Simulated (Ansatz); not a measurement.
Results of G0W0@PBEsol+SOC (hard PAW, contour deformation, complete-basis limit, spin–orbit shift from PBEsol; Ansatz, a program for electronic structure) for Bi2SO2 (model structure, started from the La2SO2 type, P-3m1, No. 164, 5 atoms in the cell).

Numerical settings: largest k mesh 6×6×2 (not extrapolated in the mesh).

Cell (relaxed with PBEsol):

```cif
data_Bi2O2S
_chemical_formula_sum 'Bi2 S1 O2'
_space_group_name_H-M_alt 'P-3m1'
_space_group_IT_number 164
_space_group_name_Hall '-P 3 2"'
_cell_length_a 3.94274
_cell_length_b 3.94274
_cell_length_c 6.75861
_cell_angle_alpha 90.000
_cell_angle_beta 90.000
_cell_angle_gamma 120.000
loop_
_atom_site_label
_atom_site_type_symbol
_atom_site_symmetry_multiplicity
_atom_site_Wyckoff_symbol
_atom_site_fract_x
_atom_site_fract_y
_atom_site_fract_z
_atom_site_occupancy
Bi1 Bi 2 d 0.33333 0.66667 0.22308 1
S1 S 1 b 0.00000 0.00000 0.50000 1
O1 O 2 d 0.66667 0.33333 0.12196 1
```

Problem. What does this level give for the band gap?

Solution. 
band gap: 1.82 eV

Note: filled d or f shells below the valence bands can shift G0W0 gaps through exchange with them, which wasn't tested here; the correction to the complete basis was taken at k points off the band edges; spin–orbit coupling enters as the shift of the gap found with a semilocal functional; the relaxation could raise the start's symmetry but not lower it, so the cell can be a saddle point.

Static lattice: no zero-point or thermal effects.

The result took roughly 2.9 core-hours.

A model structure was made by putting elements into a prototype or built by hand; it is no filed structure, need not be a known phase, and can be a saddle point held by its symmetry.
